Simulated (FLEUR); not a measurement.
A self-consistent single point of Cd (P6_3/mmc, 4 atoms in the cell) with FLEUR.

Method: LDA (Perdew-Zunger), all-electron FLAPW (FLEUR), scalar-relativistic valence in FLEUR.

```
Cd
1.0
    3.18870     0.00000     0.00000
   -1.59435     2.76150     0.00000
    0.00000     0.00000    10.25967
Cd
4
Direct
  0.00000   0.00000   0.00000
  0.00000   0.00000   0.50000
  0.33333   0.66667   0.25000
  0.66667   0.33333   0.75000
```

Reference input (self-consistent single point, DFT, PBE, all-electron FLAPW (FLEUR), scalar-relativistic valence): Kmax = 3.8 1/bohr; GmaxXC = 11.4 1/bohr; xcFunctional = pbe; jspins = 1; l_soc = F; mode = gauss; fermiSmearingEnergy = 0.00367493 Htr; mesh (inpgen div1-3) = 8 8 3; inpgen gamma flag = true; Gmax = 11.4 1/bohr; numbands = 0; maxIterBroyd = 15. This run's input differs from it in these lines:

```diff
@@ -16,2 +16,3 @@
 &comp jspins=1 /
+&exco xctyp='pz' /
 &kpt div1=8 div2=8 div3=3 gamma=t /
@@ -28,3 +29,3 @@
       <coreElectrons ctail="T" frcor="F" kcrel="0" coretail_lmax="0"/>
-      <xcFunctional name="pbe" relativisticCorrections="F"/>
+      <xcFunctional name="pz" relativisticCorrections="F"/>
       <magnetism jspins="1"/>
```

Output (repeated stretches shortened):

```
 Iteration:     1   Distance:       6.10139187 me/bohr^3
 Iteration:     2   Distance:       5.44861072 me/bohr^3
 Iteration:     3   Distance:       2.69601678 me/bohr^3
 Iteration:     4   Distance:       0.59316179 me/bohr^3
 Iteration:     5   Distance:       0.53491448 me/bohr^3
   [... 5 lines left out ...]
 Iteration:    11   Distance:       0.00088512 me/bohr^3
 Iteration:    12   Distance:       0.00010374 me/bohr^3
 Iteration:    13   Distance:       0.00009028 me/bohr^3
 Iteration:    14   Distance:       0.00000565 me/bohr^3
 Run finished successfully
 Stop message:
   Structural relaxation: Done

[file out, last iteration]
             iter=     15
[...]
          total density-effective poten   -3.6865193133E+04
          total charge density-energy d   -5.9856983755E+02
 Updated energy parameters for spin:           1
[...]
 fermi energy and band-weighting factors:

[...]
FERMIE:
          first approx. to ef    (T=0)  :   0.231432 htr   (energy of the highest occ. eigenvalue)
          number of occ. states  (T=0)  :        722
          first approx. to seigv (T=0)  : -53.465321 htr
          sum of weights of occ. states :  36.036458
          sum of semicore charge        :   0.000000 e
          fermi energy=   0.23191 har   work function=  -6.31062 ev
          number of valence electrons=  72.00000
     band-weighting factor for spin=    1
   [... lines left out ...]
          total moment                 =     0.00000
 Direct bandgap for spin            1 :    8.6540813662518146E-003  Htr
 ---->    free energy=                    -22364.0074070465 htr
   [... lines left out ...]
      extrapolation for T->0
 ---->    total electron energy=          -22364.0074070465 htr
 ***** TOTAL FORCES ON ATOMS *****
 TOTAL FORCE FOR ATOM TYPE=  1  X=  0.000   Y=  0.000   Z=  0.000
                       FX_TOT= 0.000000 FY_TOT= 0.000000 FZ_TOT= 0.000000
 TOTAL FORCE FOR ATOM TYPE=  2  X=  3.013   Y= -1.739   Z=  4.847
                       FX_TOT= 0.000000 FY_TOT= 0.000000 FZ_TOT= 0.000000
 Structural relaxation: Done
```

The run converged in 14 iterations. FLEUR gives forces in its relaxation mode, with a further iteration, so its stop message speaks of a relaxation. 

The starting cell was generated: these elements placed on a structure prototype, without a prior relaxation; it need not be a known phase or ordering of this composition. Its lattice was rescaled by a random factor within 2.5 % of one. Values depend on the basis (sphere radii, cutoffs, local orbitals), which need not be converged. The log's line on a gap gives a spacing of levels on this mesh, which the program prints for metals too.

These are the values that this program gave, and no reference: the default basis lacks the next d shell.

Cost on one core of a shared machine: roughly 90 s.
